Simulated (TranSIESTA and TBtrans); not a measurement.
Junction: Au point contact of 2 atoms in a row between two rods, one bond stretched by the factor 1.25. Leads: fcc Au rod along [100], layers of 5 and 4 atoms, a = 4.16 Å. Geometry: as built, not relaxed. Transport runs along z; the first 18 and the last 18 of the 69 atoms are the lead cells, repeated to infinity.

```xyz
69
Lattice="14.383 0.000 0.000 0.000 14.383 0.000 0.000 0.000 36.663" Properties=species:S:1:pos:R:3 pbc="F F T"
Au     7.192     7.192     0.000
Au    10.133     7.192     0.000
Au     7.192    10.133     0.000
Au     4.250     7.192     0.000
Au     7.192     4.250     0.000
Au     8.662     8.662     2.080
Au     5.721     8.662     2.080
Au     8.662     5.721     2.080
Au     5.721     5.721     2.080
Au     7.192     7.192     4.160
Au    10.133     7.192     4.160
Au     7.192    10.133     4.160
Au     4.250     7.192     4.160
Au     7.192     4.250     4.160
Au     8.662     8.662     6.240
Au     5.721     8.662     6.240
Au     8.662     5.721     6.240
Au     5.721     5.721     6.240
Au     7.192     7.192     8.320
Au    10.133     7.192     8.320
Au     7.192    10.133     8.320
Au     4.250     7.192     8.320
Au     7.192     4.250     8.320
Au     8.662     8.662    10.400
Au     5.721     8.662    10.400
Au     8.662     5.721    10.400
Au     5.721     5.721    10.400
Au     7.192     7.192    12.480
Au    10.133     7.192    12.480
Au     7.192    10.133    12.480
Au     4.250     7.192    12.480
Au     7.192     4.250    12.480
Au     8.662     8.662    14.560
Au     5.721     8.662    14.560
Au     8.662     5.721    14.560
Au     5.721     5.721    14.560
Au     7.192     7.192    16.640
Au     7.192     7.192    20.023
Au     8.662     8.662    22.103
Au     5.721     8.662    22.103
Au     8.662     5.721    22.103
Au     5.721     5.721    22.103
Au     7.192     7.192    24.183
Au    10.133     7.192    24.183
Au     7.192    10.133    24.183
Au     4.250     7.192    24.183
Au     7.192     4.250    24.183
Au     8.662     8.662    26.263
Au     5.721     8.662    26.263
Au     8.662     5.721    26.263
Au     5.721     5.721    26.263
Au     7.192     7.192    28.343
Au    10.133     7.192    28.343
Au     7.192    10.133    28.343
Au     4.250     7.192    28.343
Au     7.192     4.250    28.343
Au     8.662     8.662    30.423
Au     5.721     8.662    30.423
Au     8.662     5.721    30.423
Au     5.721     5.721    30.423
Au     7.192     7.192    32.503
Au    10.133     7.192    32.503
Au     7.192    10.133    32.503
Au     4.250     7.192    32.503
Au     7.192     4.250    32.503
Au     8.662     8.662    34.583
Au     5.721     8.662    34.583
Au     8.662     5.721    34.583
Au     5.721     5.721    34.583
```

Run with TranSIESTA and TBtrans (open boundaries, self-consistent; PseudoDojo norm-conserving potentials, scalar-relativistic): PAO.BasisSize SZP, PAO.EnergyShift 0.15 eV, XC.Authors PBE, Mesh.Cutoff 150 Ry, ElectronicTemperature 300 K, TS.Voltage 0.0 eV, TBT.Elecs.Eta 0.001 eV, no spin polarisation.

Energies count from the leads' Fermi level. Transmissions are for one spin of a degenerate pair. The energy step is 0.02 eV; narrower resonances are cut or missed.

```tsv
E (eV)	T
-0.20	0.741
-0.16	0.735
-0.12	0.735
-0.08	0.736
-0.04	0.737
0.00	0.737
0.04	0.735
0.08	0.732
0.12	0.726
0.16	0.716
0.20	0.701
```

### Question
Give the zero-bias conductance in μS and the resistance at 300 K.

### Answer
At the Fermi level T = 0.737. Averaged with −∂f/∂E over the full grid (kT = 25.9 meV) it is 0.736. With G0 = 2e²/h = 77.48 μS, G = 57.0 μS and R = 1/G = 17.5 kΩ.

### Question
The eigenchannels at the Fermi level transmit 0.712, 0.0123, 0.0123. What Fano factor of the shot noise follows at low temperature and bias?

### Answer
F = Σ τ(1 − τ)/Σ τ = 0.229/0.737 = 0.31.

### Question
Estimate the current at 0.2 V in linear response, and compare with the self-consistent run.

### Answer
I = G V = 57.0 μS × 0.2 V = 11.4 μA; the self-consistent run gives 11.3 μA, 0.99 of it. Linear response leaves out the change of T over the bias window and the shift of levels under bias.

Spin-orbit coupling, left out here, matters for the heavy atoms.
